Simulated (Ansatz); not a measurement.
# Pressure series in hypothetical diamond Nb

Start from Nb in the diamond structure (space group Fd-3m, No. 227; a = 5.806 Å; a hypothetical phase, not in the database extracts checked).

Cell and atoms are relaxed at each pressure.

The values are results of PBEsol (Ansatz, a first-principles code), without spin-orbit coupling, not measurements.

```json
[
 {"P (GPa)": "-2.00", "V (Å³/atom)": "25.145"},
 {"P (GPa)": "-1.00", "V (Å³/atom)": "24.790"},
 {"P (GPa)": "0.30", "V (Å³/atom)": "24.369"},
 {"P (GPa)": "0.70", "V (Å³/atom)": "24.248"},
 {"P (GPa)": "1.50", "V (Å³/atom)": "24.016"},
 {"P (GPa)": "2.99", "V (Å³/atom)": "23.607"},
 {"P (GPa)": "4.99", "V (Å³/atom)": "23.104"},
 {"P (GPa)": "7.48", "V (Å³/atom)": "22.529"},
 {"P (GPa)": "10.00", "V (Å³/atom)": "22.008"}
]
```

**Question.** Fit a third-order Birch–Murnaghan equation of state.

**Answer.** Least squares on P(V) = (3B₀/2)[(V₀/V)^(7/3) − (V₀/V)^(5/3)]·[1 + (3/4)(B₀′ − 4)((V₀/V)^(2/3) − 1)] gives V₀ = 24.47 Å³/atom, B₀ = 78 GPa and B₀′ = 3.6.

Load acts through the strain it causes; cell and atoms are relaxed under it. Whether these cells are dynamically stable was not tested. No other phases were tried under pressure. All final runs are without spin polarisation. Nb has a high density of states at the Fermi level and may be magnetic at this level.
